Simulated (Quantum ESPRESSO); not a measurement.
# Short convergence ladders for HgTe (R3m, 2 atoms in the cell)

```
HgTe
1.0
    0.00000     3.21385     3.21385
    3.21385     0.00000     3.21385
    3.21385     3.21385     0.00000
Hg Te
1 1
Direct
  0.00449   0.00449   0.00449
  0.25000   0.25000   0.25000
```

Base method: PBEsol, GBRV 1.5 ultrasoft (PBESOL) pseudopotentials (plane waves; Quantum ESPRESSO).

Base settings: ecutwfc = 40 Ry; ecutrho = 200 Ry; occupations = smearing; smearing = fd; degauss = 0.000734986 Ry; potentials = {Hg: hg_pbesol_v1.uspp.F.UPF, Te: te_pbesol_v1.uspp.F.UPF}; K_POINTS = automatic 6 6 6 0 0 0; conv_thr = 1e-10 Ry; mixing_beta = 0.7.

The count of work is k-points × plane waves × bands × iterations; it is no time. Core times come from one kind of shared machine, to one figure; runs under 30 s give none.

**The k-point mesh**

The second cell is the first with its lattice scaled by 0.98.

Only quantities that move along the ladder and can be compared are tabulated.

| K_POINTS | free energy less the last step's (meV/atom) | energy of the compressed cell less the first (meV/atom) | pressure (GPa) | largest difference of a force vector from the last step's (eV/Å) | count of work / last | core time / last (rough) |
|---|---|---|---|---|---|---|
| automatic 2 2 2 0 0 0 | 730.92 | 120.26 | 7.78 | 0.011 | 0.0099 | – |
| automatic 4 4 4 0 0 0 | 51.34 | 55.68 | 2.75 | 0.006 | 0.026 | – |
| automatic 6 6 6 0 0 0 | 7.31 | 50.21 | 2.33 | 0.002 | 0.066 | – |
| automatic 7 7 7 0 0 0 | 3.24 | 49.63 | 2.28 | 0.001 | 0.090 | – |
| automatic 9 9 9 0 0 0 | 0.78 | 49.26 | 2.26 | 0.000 | 0.17 | 0.2 |
| automatic 12 12 12 0 0 0 | 0.12 | 49.15 | 2.25 | 0.000 | 0.39 | 0.2 |
| automatic 17 17 17 0 0 0 | 0.00 | 49.12 | 2.24 | 0.000 | 1.0 | 1 |

Coarsest K_POINTS that holds the free energy within 1 meV/atom of the last step, with all finer ones: automatic 9 9 9 0 0 0, at 0.17 of the last step's count of work and about 0.2 of the last step's time; the step before is off by 3.2 meV/atom.

Coarsest K_POINTS that holds the forces within 0.005 eV/Å of the last step, with all finer ones: automatic 6 6 6 0 0 0, at 0.066 of the last step's count of work; the step before is off by 0.006 eV/Å.

Coarsest K_POINTS that holds the energy of the compressed cell less the first within 0.2 meV/atom of the last step, with all finer ones: automatic 9 9 9 0 0 0, at 0.17 of the last step's count of work and about 0.2 of the last step's time; the step before is off by 0.51 meV/atom.

The energy difference between the two cells stays within 1 meV/atom of the last step's from automatic 7 7 7 0 0 0 on, the total only from automatic 9 9 9 0 0 0 on: much of the error is common to both cells and cancels.

**The k-point mesh at a smearing width of 0.3 eV**

In this ladder: degauss = 0.02205 Ry.

Only quantities that move along the ladder and can be compared are tabulated.

```csv
K_POINTS,free energy less the last step's (meV/atom),pressure (GPa),count of work / last
automatic 3 3 3 0 0 0,141.50,3.95,0.0067
automatic 5 5 5 0 0 0,10.82,2.62,0.021
automatic 7 7 7 0 0 0,0.99,2.45,0.049
automatic 21 21 21 0 0 0,0.00,2.43,1.0
```

Coarsest K_POINTS that holds the free energy within 2 meV/atom of the last step, with all finer ones: automatic 7 7 7 0 0 0, at 0.049 of the last step's count of work; the step before is off by 11 meV/atom.

Coarsest K_POINTS that holds the pressure within 0.1 GPa of the last step, with all finer ones: automatic 7 7 7 0 0 0, at 0.049 of the last step's count of work; the step before is off by 0.19 GPa.

**The mesh under tetrahedron occupations**

In this ladder: occupations = tetrahedra_opt; smearing = default; degauss = default.

Only quantities that move along the ladder and can be compared are tabulated.

```csv
K_POINTS,free energy less the last step's (meV/atom),pressure (GPa),count of work / last
automatic 4 4 4 0 0 0,51.56,2.75,0.015
automatic 6 6 6 0 0 0,7.38,2.33,0.036
automatic 9 9 9 0 0 0,0.81,2.26,0.095
automatic 13 13 13 0 0 0,0.08,2.25,0.26
automatic 21 21 21 0 0 0,0.00,2.25,1.0
```

Coarsest K_POINTS that holds the free energy within 1 meV/atom of the last step, with all finer ones: automatic 9 9 9 0 0 0, at 0.095 of the last step's count of work; the step before is off by 7.4 meV/atom.

Coarsest K_POINTS that holds the pressure within 0.05 GPa of the last step, with all finer ones: automatic 9 9 9 0 0 0, at 0.095 of the last step's count of work; the step before is off by 0.08 GPa.

On the base run: the starting cell has typed, rounded lattice constants, without a prior relaxation at this level. Its lattice was rescaled by up to half a per cent. One atom was moved a little off its site on purpose. The run gives no clean gap (levels at the Fermi energy touch, overlap or are partly filled at this smearing), which alone does not show that the compound is a metal.
